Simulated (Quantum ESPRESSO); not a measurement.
**Variants of one calculation on Mg₄AlSi₆ (C2/m, 11 atoms in the cell)**

```xyz
11
Lattice="8.3679 -1.8816 0.0000 8.3679 1.8816 0.0000 -0.2516 0.0000 6.8903" Properties=species:S:1:pos:R:3 pbc="T T T"
Mg     9.6071     0.0000     2.7977
Mg     6.8771     0.0000     4.0926
Mg     5.5581     0.0000     0.0690
Mg    10.9261     0.0000     6.8213
Al     8.3679     0.0000     0.0000
Si     0.6670     0.0000     5.2049
Si    15.8172     0.0000     1.6854
Si     3.4713     0.0000     1.9951
Si    13.0129     0.0000     4.8952
Si     3.0332     0.0000     4.5187
Si    13.4510     0.0000     2.3716
```

Base run A: LDA (PZ), GBRV 1.5 ultrasoft (LDA) pseudopotentials in Quantum ESPRESSO, self-consistent single point.

Its settings: ecutwfc = 40 Ry; ecutrho = 200 Ry; occupations = smearing; smearing = fd; degauss = 0.0073499 Ry; potentials = {Mg: mg_lda_v1.4.uspp.F.UPF, Al: al_lda_v1.uspp.F.UPF, Si: si_lda_v1.uspp.F.UPF}; K_POINTS = automatic 5 5 3 0 0 0; conv_thr = 1e-09 Ry; mixing_beta = 0.7.

The starting cell comes from a database of computed structures (which also holds hypothetical and non-ambient phases and stackings), without a prior relaxation at this level. Its lattice was rescaled by a random factor within 2.5 % of one. In the base run, with a pressure of about -7 GPa the cell is away from its equilibrium volume at this level. Without a gap this mesh is coarse (it stands for a supercell whose shortest vector is 19 Å).

ΔF is the free energy per atom less that of run A. 

Run A gave: pressure (GPa) -6.64; largest force (eV/Å) 0.298; k-points 24.

Runs:
- B: nosym: default → true
- C: K_POINTS: automatic 5 5 3 0 0 0 → automatic 4 4 3 1 1 1
- D: nbnd: default → 38
- E: degauss: 0.0073499 Ry → 0.036749 Ry
- F: degauss: 0.0073499 Ry → 0.02205 Ry
- G: ecutrho: 200 Ry → 120 Ry
- H: conv_thr: 1e-09 Ry → 7.3e-10 Ry
- I: conv_thr: 1e-09 Ry → 1e-13 Ry
- J: mixing_ndim: default → 12
- K: diago_david_ndim: default → 4

Problem. What does run E change against A?

Solution. The free energy falls by 160 meV/atom, the pressure goes from -6.64 to -5.71 GPa and the largest force goes from 0.298 to 0.257 eV/Å.

```
run  ΔF (meV/atom)  pressure (GPa)  largest force (eV/Å)  k-points
---  -------------  --------------  --------------------  --------
A             0.00           -6.64                 0.298        24
B             0.00           -6.64                 0.298        38
C             13.6           -6.75                 0.325        16
D             0.00           -6.64                 0.298        24
E           -159.6           -5.71                 0.257        24
F            -53.5           -6.35                 0.279        24
G             0.28           -6.65                 0.298        24
H             0.00           -6.64                 0.298        24
I             0.00           -6.64                 0.298        24
J             0.00           -6.64                 0.298        24
K             0.00           -6.64                 0.298        24
```
